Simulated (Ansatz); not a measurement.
An Ansatz (a program for electronic structure) input (LDA (Ansatz), no spin-orbit coupling):

Ansatz 0.2 input:
```yaml
crystal:
  lattice:
    - [3.7434613085, 0, 0]
    - [0, 3.7434613085, 0]
    - [1.8717306542, -1.8717306542, 2.7280583113]
  atoms:
    - { symbol: Si, position: [0, 0, 0] }
    - { symbol: Si, position: [0.75, 0.75, 0.5] }
basis: { ecutwfc: 420, ecutrho_ratio: 4, xc_grid: 2, fft_grid_basis: typed }
kpoints: { mp_grid: { grid: [11, 11, 11] } }
hamiltonian:
  xc: lda
  dispersion: none
  pseudopotentials: { kind: paw }
scf: { occupations: { method: fermi_dirac, width: 0.05 } }
relax: { f_tol: 0.005, max_steps: 50, cell: { stress_tol: 0.01, fix: [a, b, gamma] } }
output: { forces: true, stress: true }
checkpoint: { write: state.ck, write_every: 1000 }
```

**Question.** Which symmetry and how many k-points will the program report, and about how many plane waves at Γ?

**Answer.** Space group I41/amd (ITA 141) with 16 operations, k-points 126 of 1331, and 741 plane waves at Γ.

**Question.** And the final pressure?

**Answer.** 2.45 GPa (compression positive).

The cells carry an imposed strain or load. No phonon test of stability was made. The cell was made from Si in the diamond structure (space group Fd-3m, No. 227) by this change: biaxial strain −2.00 %, plane normal [001], relaxed out of plane.
